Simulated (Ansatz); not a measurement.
# Ta2O5 (I4/mmm, No. 139, 7 atoms in the cell; start mp-1218001)

Method: LDA (Ansatz, an electronic-structure program, PAW).

Settings: plane-wave cutoff 520 eV, 10×10×10 k mesh, Fermi–Dirac smearing 0.01 eV, scalar-relativistic PAW data made under PBE.

Cell (relaxed at this level):

```
Ta2O5
1.0
   -2.60197     2.60197     4.77039
    2.60197    -2.60197     4.77039
    2.60197     2.60197    -4.77039
Ta O
2 5
Direct
  0.19626   0.19626   0.00000
  0.80374   0.80374   0.00000
  0.00000   0.00000   0.00000
  0.50000   0.00000   0.00000
  0.00000   0.00000   0.50000
  0.00000   0.50000   0.00000
  0.50000   0.50000   0.50000
```

```yaml
band_gap: 1.59 eV (on the SCF k mesh)
bulk_modulus: 157 GPa
```

Note: the relaxation could not lower the start's symmetry, so the cell can be a saddle point above a distorted one; the bulk modulus is −V dP/dV from two relaxed cells at ±2 % in volume.

Spin–orbit coupling is not included.

A start named mp-… is a Materials Project structure, which need not be a measured phase.
